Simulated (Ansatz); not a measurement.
A computed series for Zr: response to strain

The parent structure is Zr in the hcp (Mg type) structure (space group P6_3/mmc, No. 194; a = 3.1825 Å, c = 5.1235 Å; relaxed with 0.1 eV smearing). Axes: x lies along a and z along c of the hexagonal cell.

Strains are applied to the cell and any free atomic positions relax.

Computed with Ansatz (a program for electronic structure) PBEsol, no SOC.

Candidates:
(a) uniaxial strain ε_xx = −1.00 %
(b) uniaxial strain ε_xx = −3.00 %
(c) uniaxial strain ε_xx = +1.50 %
(d) uniaxial strain ε_xx = +0.50 %

Notes on the quantities. energy relative to the base: free energy F.

Q: Order them by energy relative to the base, lowest first.

A: (d) uniaxial strain ε_xx = +0.50 % (+0.2 meV/atom), (a) uniaxial strain ε_xx = −1.00 % (+1.0 meV/atom), (c) uniaxial strain ε_xx = +1.50 % (+2.1 meV/atom), (b) uniaxial strain ε_xx = −3.00 % (+8.6 meV/atom)

Whether these cells are dynamically stable was not tested. All final runs are without spin polarisation.
